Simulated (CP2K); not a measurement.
# Input and output of a self-consistent single point for K₂NaScBr₆ (Fm-3m, 10 atoms in the cell) (CP2K)

Computed with PBEsol, GPW, DZVP-MOLOPT-SR-GTH basis, GTH-PBE potentials (GTH_POTENTIALS) in CP2K.

This input was run:

```
&GLOBAL
  PROJECT k2nascbr6
  RUN_TYPE ENERGY_FORCE
  PRINT_LEVEL LOW
&END GLOBAL
&FORCE_EVAL
  METHOD Quickstep
  STRESS_TENSOR ANALYTICAL
  &DFT
    BASIS_SET_FILE_NAME BASIS_MOLOPT
    POTENTIAL_FILE_NAME GTH_POTENTIALS
    &QS
      METHOD GPW
      EPS_DEFAULT 1E-11
    &END QS
    &MGRID
      CUTOFF 950
      REL_CUTOFF 40
      NGRIDS 5
    &END MGRID
    &SCF
      SCF_GUESS ATOMIC
      EPS_SCF 1E-7
      MAX_SCF 100
      ADDED_MOS 14
      &DIAGONALIZATION
        ALGORITHM STANDARD
      &END DIAGONALIZATION
      &MIXING
        METHOD BROYDEN_MIXING
        ALPHA 0.2
        NBUFFER 12
        BETA 1.5
      &END MIXING
    &END SCF
    &KPOINTS
      SCHEME MACDONALD 3 3 3 0.1666666667 0.1666666667 0.1666666667
    &END KPOINTS
    &XC
      &XC_FUNCTIONAL
        &PBE
          PARAMETRIZATION PBESOL
        &END PBE
      &END XC_FUNCTIONAL
    &END XC
    &PRINT
      &MO
        EIGENVALUES T
        OCCUPATION_NUMBERS T
        NDIGITS 8
        FILENAME mo
        &EACH
          QS_SCF 0
        &END EACH
        ADD_LAST NUMERIC
      &END MO
      &MULLIKEN OFF
      &END MULLIKEN
    &END PRINT
  &END DFT
  &SUBSYS
    &CELL
      ABC 7.84083100 7.84083139 7.84083151
      ALPHA_BETA_GAMMA 59.99999878 59.99999793 59.99999745
      PERIODIC XYZ
    &END CELL
    &COORD
      SCALED
      K        0.75000000     0.75000000     0.75000000
      K        0.25000000     0.25000000     0.25000000
      Na       0.50000000     0.50000000     0.50000000
      Sc       0.00000000     0.00000000     0.00000000
      Br       0.76086000     0.23914000     0.23914000
      Br       0.23914000     0.76086000     0.76086000
      Br       0.23914000     0.76086000     0.23914000
      Br       0.76086000     0.23914000     0.76086000
      Br       0.23914000     0.23914000     0.76086000
      Br       0.76086000     0.76086000     0.23914000
    &END COORD
    &KIND K
      BASIS_SET DZVP-MOLOPT-SR-GTH
      POTENTIAL GTH-PBE-q9
    &END KIND
    &KIND Na
      BASIS_SET DZVP-MOLOPT-SR-GTH
      POTENTIAL GTH-PBE-q9
    &END KIND
    &KIND Sc
      BASIS_SET DZVP-MOLOPT-SR-GTH
      POTENTIAL GTH-PBE-q11
    &END KIND
    &KIND Br
      BASIS_SET DZVP-MOLOPT-SR-GTH
      POTENTIAL GTH-PBE-q7
    &END KIND
  &END SUBSYS
  &PRINT
    &FORCES ON
    &END FORCES
    &STRESS_TENSOR ON
    &END STRESS_TENSOR
  &END PRINT
&END FORCE_EVAL
```

Output (repeated stretches shortened):

```
 GLOBAL| Method name                                                        CP2K
 GLOBAL| Project name                                                  k2nascbr6
 GLOBAL| Run type                                                   ENERGY_FORCE

 TOTAL NUMBERS AND MAXIMUM NUMBERS

  Total number of            - Atomic kinds:                                   4
                             - Atoms:                                         10
                             - Shell sets:                                    10
                             - Shells:                                        55
                             - Primitive Cartesian functions:                 49
                             - Cartesian basis functions:                    154
                             - Spherical basis functions:                    141

  Maximum angular momentum of- Orbital basis functions:                        3
                             - Local part of the GTH pseudopotential:          2
                             - Non-local part of the GTH pseudopotential:      4

 SCF PARAMETERS         Density guess:                                    ATOMIC
                        max_scf:                                             100
                        max_diis:                                              4
                        eps_scf:                                        1.00E-07
                        eps_diis:                                       1.00E-01
                        eps_eigval:                                     1.00E-05
                        level_shift [a.u.]:                             0.000000
                        added MOs                                        14    0
                        Mixing method:                            BROYDEN_MIXING
                                                charge density mixing in g-space
                        No outer SCF

 Extrapolation method: initial_guess

 Number of electrons:                                                         80
 Number of occupied orbitals:                                                 40
 Number of molecular orbitals:                                                54

 Number of orbital functions:                                                141
 Number of independent orbital functions:                                    141

 SCF WAVEFUNCTION OPTIMIZATION

  Step     Update method      Time    Convergence         Total energy    Change
     1 NoMix/Diag. 0.20E+00      -     1.90874340      -231.5653736572 -2.32E+02
     2 Broy./Diag. 0.20E+00      -     0.01289000      -230.9227387241  6.43E-01
     3 Broy./Diag. 0.20E+00      -     0.06938278      -231.0644589308 -1.42E-01
     4 Broy./Diag. 0.20E+00      -     0.00315541      -231.0847386699 -2.03E-02
     5 Broy./Diag. 0.20E+00      -     0.01926965      -231.3988802645 -3.14E-01
     6 Broy./Diag. 0.20E+00      -     0.01113329      -231.6940780084 -2.95E-01
     7 Broy./Diag. 0.20E+00      -     0.00753563      -231.6397511448  5.43E-02
   [... 25 lines left out ...]
    33 Broy./Diag. 0.20E+00      -     0.00000022      -231.5510133714 -1.47E-07
    34 Broy./Diag. 0.20E+00      -     0.00000011      -231.5510133120  5.93E-08
    35 Broy./Diag. 0.20E+00      -     0.00000055      -231.5510132406  7.14E-08
    36 Broy./Diag. 0.20E+00      -     0.00000048      -231.5510131483  9.23E-08
    37 Broy./Diag. 0.20E+00      -     0.00000003      -231.5510130944  5.39E-08

  *** SCF run converged in    37 steps ***

  Electronic density on regular grids:        -79.9999999987        0.0000000013
  Core density on regular grids:               79.9999999992       -0.0000000008
  Total charge density on r-space grids:        0.0000000004
  Total charge density g-space grids:           0.0000000004

  Overlap energy of the core charge distribution:               0.00000000000019
  Self energy of the core charge distribution:               -495.72114765863932
  Core Hamiltonian energy:                                    119.60660509013702
  Hartree energy:                                             181.75902353377506
  Exchange-correlation energy:                                -37.19549405970350

  Total energy:                                              -231.55101309443057

 ENERGY| Total FORCE_EVAL ( QS ) energy [hartree]           -231.551013091556541

 FORCES| Atomic forces [hartree/bohr]
 FORCES|   Atom     x               y               z               |f|
 FORCES|      1  2.48615972E-06  1.43578504E-06  1.01493130E-06   3.04508692E-06
 FORCES|      2 -2.48585639E-06 -1.43573057E-06 -1.01468731E-06   3.04473228E-06
 FORCES|      3 -1.48618623E-08 -1.74404667E-06  3.45345229E-08   1.74445186E-06
 FORCES|      4  1.42301522E-09  1.06105899E-09 -8.29223305E-10   1.95919110E-09
 FORCES|      5  1.41455423E-05 -2.07036746E-03 -1.46397260E-03   2.53571238E-03
 FORCES|      6 -1.41455151E-05  2.07036640E-03  1.46397305E-03   2.53571177E-03
 FORCES|      7 -1.78591395E-03  1.04743443E-03 -1.46397265E-03   2.53570965E-03
 FORCES|      8  1.78591413E-03 -1.04743587E-03  1.46397194E-03   2.53570996E-03
 FORCES|      9 -1.78591258E-03 -1.03109912E-03  1.47552204E-03   2.53570787E-03
 FORCES|     10  1.78591135E-03  1.03109929E-03 -1.47552131E-03   2.53570665E-03
 FORCES| Sum    -1.41567280E-08 -1.74526739E-06  3.44227027E-08
 FORCES| Total atomic force                                       1.74566423E-06

 STRESS| Analytical stress tensor [bar]
 STRESS|                        x                   y                   z
 STRESS|      x       -9.87400592491E+03   1.34791557012E+01   9.53134870033E+00
 STRESS|      y        1.34791557012E+01  -9.88957839844E+03   5.50055110853E+00
 STRESS|      z        9.53134870033E+00   5.50055110853E+00  -9.89347669788E+03
 STRESS| 1/3 Trace                                            -9.88568700708E+03
```

The run converged in 37 iterations.

The starting cell comes from a database of computed structures (which also holds hypothetical and non-ambient phases and stackings), without a prior relaxation at this level. Values carry the incompleteness of an atom-centred basis. The potentials were made for another functional than the one used.

Cost on one core of a shared machine: roughly 6 min.
